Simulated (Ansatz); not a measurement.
Consider La-vacancy pair (La on one host Ce site, one O site vacant) in ceria, charge state +1. Computed with PBE, PAW (plane waves to 420 eV; Ansatz, a program for electronic structure).

Cell of 96 host sites held at the relaxed PBE lattice; one k-point at (0.250, 0.250, 0.250); Fermi-Dirac width 0.01 eV, spin-restricted; finite-size errors left in. No zero-point or tunnelling terms. Spin-orbit coupling is left out. The charge state is imposed; whether it is stable for some Fermi level was not computed. Forms of the defect that were not tried may lie lower.

Barriers: single points on a 2×2×2 k-point mesh shifted by half a step at the bands' geometries.

A. one O atom jumps into the vacancy from a nearby O site (La-vacancy distance between ideal sites 2.37 Å throughout); the atom moves 2.62 Å along (0.00, 0.00, -0.48) of the unit cell; the moving atom starts with neighbours Ce at 2.31, 2 Ce at 2.41; La at 2.45; 2 O at 2.72, 3 O at 2.86 Å and ends with Ce at 2.30, 2 Ce at 2.41; La at 2.45; 2 O at 2.72, 3 O at 2.85 Å; the start lies 0.088 eV above the lowest site run; saddle order not checked, on a symmetry element.
B. one O atom jumps into the vacancy from a nearby O site (La-vacancy distance between ideal sites 2.37 → 4.53 Å); the atom moves 2.16 Å along (0.01, 0.39, -0.01) of the unit cell; the moving atom starts with neighbours 2 Ce at 2.32, Ce at 2.52, Ce at 2.53; 2 O at 2.76, 2 O at 2.78, O at 2.93 Å and ends with 2 Ce at 2.29, Ce at 2.54; La at 2.57; 2 O at 2.74, 2 O at 2.86 Å; the start lies 0.088 eV above the lowest site run; saddle order not checked, on a symmetry element.

A band can be held on a symmetry element, so unchecked saddle points there may be too high.

**Question.** Rank these by forward barrier (lowest first), as PBE, PAW gives it.

**Answer.** B (0.31 eV), A (0.80 eV)
